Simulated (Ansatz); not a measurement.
Base system: B (space group I4_132, No. 214; a = 4.633 Å; a hypothetical phase, not in the database extracts checked). Axes: x, y, z lie along the cube axes.

The values are results of Ansatz (a first-principles code), PBEsol, PAW, cutoff 420 eV, without spin-orbit coupling, not measurements.

Before the change:

- Smallest direct gap: 2.64 eV

The change: biaxial strain −0.78 %, plane normal [110], relaxed out of plane (Cartesian); in-plane vectors clamped, the third vector and the atoms free.

What happens to the out-of-plane strain, in-plane stress and smallest direct gap?

The out-of-plane strain is +1.04 %; the mean in-plane stress (compression positive) is +0.8 GPa; the smallest direct gap remains 2.64 eV.

No phonon test of stability was made.
